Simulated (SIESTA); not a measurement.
# Sensitivity of a calculation on CdH2O2 (P1, 10 atoms in the cell) to its settings

```
CELL_PARAMETERS angstrom
      3.50558     0.00000     0.00000
     -0.06188     5.76582     0.00000
     -1.72295    -2.76158     5.19098
ATOMIC_POSITIONS crystal
  Cd 0.17074 0.15485 0.31425
  Cd 0.86375 0.84247 0.70148
  H  0.54231 0.72527 0.02738
  H  0.34914 0.30755 0.99483
  H  0.87868 0.37303 0.71845
  H  0.16389 0.66322 0.29138
  O  0.53749 0.88665 0.01214
  O  0.06960 0.30511 0.99479
  O  0.79611 0.39744 0.56166
  O  0.23908 0.83629 0.44790
```

Base run A: GGA PBEsol, numerical atomic orbitals DZP, PseudoDojo PBEsol standard norm-conserving potentials (rewritten from UPF to PSML) (SIESTA), self-consistent single point.

Its settings: XC.functional = GGA; XC.authors = PBEsol; potentials = PseudoDojo PBEsol standard; PAO.BasisSize = DZP; PAO.EnergyShift = 0.005 Ry; MeshCutoff = 400 Ry; kgrid.MonkhorstPack = 6 4 4 shifted by 0.5 0.5 0.5; OccupationFunction = MP; OccupationMPOrder = 0; ElectronicTemperature = 0.05 eV; MaxSCFIterations = 150; SCF.Mixer.Method = Pulay; SCF.Mixer.Weight = 0.1; SCF.Mixer.History = 8; SCF.DM.Tolerance = 1.0E-05.

The starting cell comes from a database of computed structures (which also holds hypothetical and non-ambient phases and stackings), without a prior relaxation at this level. Values carry the incompleteness of an atom-centred basis. In the base run, with a pressure of about -4 GPa the cell is away from its equilibrium volume at this level. In the base run, forces exceed 1 eV/Å. The shifted mesh does not hold Γ, so a gap read on it misses any band edge there.

ΔF is the free energy per atom less that of run A. 

Runs:
- B: kgrid.MonkhorstPack: 6 4 4 shifted by 0.5 0.5 0.5 → 4 3 3 shifted by 0.5 0.5 0.5
- C: SCF.DM.Tolerance: 1.0E-05 → default; SCF.DM.Converge: default → false; SCF.H.Converge: default → false; SCF.FreeE.Converge: default → true; SCF.FreeE.Tolerance: default → 1.0E-06 eV
- D: 2 x 1 x 1 supercell, mesh divided to match; kgrid.MonkhorstPack: 6 4 4 shifted by 0.5 0.5 0.5 → 3 4 4 shifted by 0.5 0.5 0.5
- E: kgrid.MonkhorstPack: 6 4 4 shifted by 0.5 0.5 0.5 → 3 2 2
- F: MaxSCFIterations: 150 → 300; SCF.Mixer.Method: Pulay → Broyden; SCF.Mix: default → Hamiltonian
- G: MaxSCFIterations: 150 → 300; SCF.Mixer.History: 8 → 2
- H: MaxSCFIterations: 150 → 300; SCF.Mixer.Weight: 0.1 → 0.2
- I: SCF.DM.Tolerance: 1.0E-05 → 1.0E-03

```json
[
 {"run": "A", "ΔF (meV/atom)": "0.00", "pressure (GPa)": "-3.73", "largest force (eV/Å)": "1.039", "gap on the mesh (eV)": "2.142", "k-points": "48", "valence electrons": "68"},
 {"run": "B", "ΔF (meV/atom)": "-0.37", "pressure (GPa)": "-3.74", "largest force (eV/Å)": "1.040", "gap on the mesh (eV)": "2.538", "k-points": "18", "valence electrons": "68"},
 {"run": "C", "ΔF (meV/atom)": "0.00", "pressure (GPa)": "-3.73", "largest force (eV/Å)": "1.038", "gap on the mesh (eV)": "2.142", "k-points": "48", "valence electrons": "68"},
 {"run": "D", "ΔF (meV/atom)": "0.00", "pressure (GPa)": "-3.73", "largest force (eV/Å)": "1.039", "gap on the mesh (eV)": "2.142", "k-points": "24", "valence electrons": "136"},
 {"run": "E", "ΔF (meV/atom)": "4.0", "pressure (GPa)": "-3.71", "largest force (eV/Å)": "1.025", "gap on the mesh (eV)": "1.612", "k-points": "8", "valence electrons": "68"},
 {"run": "F", "ΔF (meV/atom)": "0.00", "pressure (GPa)": "-3.73", "largest force (eV/Å)": "1.039", "gap on the mesh (eV)": "2.142", "k-points": "48", "valence electrons": "68"},
 {"run": "G", "ΔF (meV/atom)": "0.00", "pressure (GPa)": "-3.73", "largest force (eV/Å)": "1.039", "gap on the mesh (eV)": "2.142", "k-points": "48", "valence electrons": "68"},
 {"run": "H", "ΔF (meV/atom)": "0.00", "pressure (GPa)": "-3.73", "largest force (eV/Å)": "1.039", "gap on the mesh (eV)": "2.142", "k-points": "48", "valence electrons": "68"},
 {"run": "I", "ΔF (meV/atom)": "0.00", "pressure (GPa)": "-3.73", "largest force (eV/Å)": "1.038", "gap on the mesh (eV)": "2.142", "k-points": "48", "valence electrons": "68"}
]
```

Run E against A: The free energy rises by 4.0 meV/atom, the pressure moves little (-3.73 to -3.71 GPa), the largest force goes from 1.039 to 1.025 eV/Å and the gap on the mesh goes from 2.142 to 1.612 eV.

Run B against A: The free energy is nearly the same (within 1 meV/atom), the pressure hardly changes (-3.73 to -3.74 GPa), the largest force moves little (1.039 to 1.040 eV/Å) and the gap on the mesh goes from 2.142 to 2.538 eV.

Run D against A: The free energy stays essentially unchanged (within 1 meV/atom), the pressure stays at -3.73 GPa, the largest force stays at 1.039 eV/Å and the gap on the mesh stays at 2.142 eV.
